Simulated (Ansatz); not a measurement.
# Free zigzag chain of K atoms

Level of theory: PBE (plane waves to 420 eV, PAW; Ansatz, a program for electronic structure). Mesh 1×1×44. No spin polarisation, so a magnetic state wasn't tested. Periodic along z alone, with about 11 Å of vacuum beside it. A hypothetical model. It keeps the symmetry and period of its start, so it need not be a minimum against all distortions. Pairing along the axis, which can open a gap, is among the distortions not tried.

| Property | Value |
|---|---|
| period along the axis (2 atoms) | 4.450 Å |
| PBE gap | none (under 0.01 eV) |
| crossings of the Fermi level between Γ and the zone edge (49 points) | 2, each for both spins (ideal conductance 2 × 2e²/h) |

```yaml
crystal:
  lattice:
    - [13.50000, 0.00000, 0.00000]
    - [0.00000, 11.00000, 0.00000]
    - [0.00000, 0.00000, 4.45043]
  atoms:
    - { symbol: K, position: [0.35402, 0.50000, 0.00000] }
    - { symbol: K, position: [0.64598, 0.50000, 0.50000] }
```
